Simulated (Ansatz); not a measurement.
Levels about the gap of amorphous Ga$_{24}$O$_{39}$Al$_{2}$ (65 atoms in a cell of 803 Å³, 4.86 g/cm³; zone centre alone, so wide bands show as single levels with stretches between that a denser mesh fills), at the geometry that PBE relaxed, where it gives -0.7 GPa on a denser mesh. The participation number counts the atoms over which a state spreads; weights are charges in smoothed Voronoi cells. The levels come from a single point, so bond lengths are those of that geometry. Method of the levels: PBE, scalar-relativistic without spin-orbit coupling (Ansatz, an electronic-structure program). Sampling: the zone centre alone; Fermi-Dirac width 0.02 eV; no spin polarisation. At PBE the levels at the filled edge of the gap are localised (band-tail or defect states), and the nearest spread-out levels lie 2.0 eV apart at the zone centre.

It comes from a melt-quench run on a machine-learned potential (CHGNet), relaxed afterwards by DFT. O atoms were pushed apart under 1.9 Å during the dynamics, to hinder bonds among them. The hot cell started wider than the set density and was brought back towards it in steps. It is the lowest in DFT energy of 2 quenches. It is a model cell: composition and starting density were chosen by hand, and all elements were melted together. No dispersion term was used. Its density started from a set value of 4.87 and ended at 4.86 g/cm³. The simulated quench (nominally 330 K/ps over its main leg) is rapid and tends to freeze in more defects than a deposited or slowly cooled glass has. A cell of this size samples the disorder only roughly. The volume was held where the preparation left it and the shape relaxed, at a PBE pressure of -0.7 GPa (tension). Stress components on the final sampling reach 1.0 GPa. Cycles of charging lowered its energy after that relaxation.

| E - E(highest filled), eV | filling | participation number | largest on | weight O | weight Ga | weight Al |
|---|---|---|---|---|---|---|
| -0.45 | filled | 15.3 | O, 3 neighbours | 0.95 | 0.05 | 0.00 |
| -0.38 | filled | 14.4 | O, 3 neighbours | 0.94 | 0.06 | 0.00 |
| -0.33 | filled | 17.3 | O, 3 neighbours | 0.95 | 0.05 | 0.01 |
| -0.24 | filled | 5.8 | O, 3 neighbours | 0.95 | 0.04 | 0.01 |
| -0.14 | filled | 8.2 | O, 2 neighbours | 0.95 | 0.05 | 0.00 |
| -0.13 | filled | 6.6 | O, 3 neighbours | 0.94 | 0.05 | 0.00 |
| 0.00 | filled | 5.4 | O, 3 neighbours | 0.95 | 0.04 | 0.01 |
| 1.65 | empty | 59.4 | Ga, 5 neighbours | 0.52 | 0.46 | 0.02 |
| 4.07 | empty | 35.4 | Ga, 5 neighbours | 0.55 | 0.44 | 0.01 |
| 4.30 | empty | 30.0 | Ga, 4 neighbours | 0.56 | 0.43 | 0.00 |
| 4.37 | empty | 40.2 | Ga, 5 neighbours | 0.57 | 0.42 | 0.01 |
| 4.61 | empty | 35.3 | Ga, 4 neighbours | 0.56 | 0.43 | 0.01 |
| 4.75 | empty | 23.2 | Ga, 4 neighbours | 0.56 | 0.43 | 0.01 |
| 4.85 | empty | 45.7 | Ga, 5 neighbours | 0.59 | 0.41 | 0.01 |

Most localised among these is the filled level at +0.00 eV, on a O atom, which has 3 neighbours (Al 1.85 Å, Ga 1.90 Å, Ga 2.02 Å).
